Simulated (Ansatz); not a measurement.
# A computed series for Hf: pressure series

Base system: Hf (space group P6/mmm, No. 191; a cell from a computed database, its experimental status unchecked).

```cif
data_Hf3
_chemical_formula_sum 'Hf3'
_space_group_name_H-M_alt 'P6/mmm'
_space_group_IT_number 191
_space_group_name_Hall '-P 6 2'
_cell_length_a 4.91905
_cell_length_b 4.91905
_cell_length_c 3.06121
_cell_angle_alpha 90.000
_cell_angle_beta 90.000
_cell_angle_gamma 120.000
loop_
_atom_site_label
_atom_site_type_symbol
_atom_site_symmetry_multiplicity
_atom_site_Wyckoff_symbol
_atom_site_fract_x
_atom_site_fract_y
_atom_site_fract_z
_atom_site_occupancy
Hf1 Hf 2 d 0.33333 0.66667 0.50000 1
Hf2 Hf 1 a 0.00000 0.00000 0.00000 1
```

Cell and atoms are relaxed at each pressure.

Level of theory: Kohn–Sham DFT with the PBEsol functional, run in Ansatz (a program for electronic structure) with PAW and 420 eV plane waves, no spin-orbit coupling.

| pressure (GPa) | volume per atom (Å³/atom) |
|---|---|
| -2 | 21.773 |
| -1 | ? |
| 0 | 21.383 |
| 0.7 | 21.255 |
| 1.5 | 21.113 |
| 3 | 20.854 |
| 5 | 20.531 |
| 7.5 | 20.158 |
| 10 | 19.812 |

**Question.** Fit the third-order Birch–Murnaghan form P(V) = (3B₀/2)[(V₀/V)^(7/3) − (V₀/V)^(5/3)]·[1 + (3/4)(B₀′ − 4)((V₀/V)^(2/3) − 1)] (squares taken in P) to the rows shown and predict the withheld row.

**Answer.** Least squares on the printed values gives V₀ = 21.384 Å³/atom, B₀ = 114 GPa, B₀′ = 3.5; this predicts 21.574 Å³/atom, and the run gives 21.574 Å³/atom, in agreement.

Load acts through the strain it causes; cell and atoms are relaxed under it. Stability against distortions was not tested. Competing high-pressure phases were not computed. The final runs are not spin-polarised. This is not the structure that Hf has at room temperature and ambient pressure.
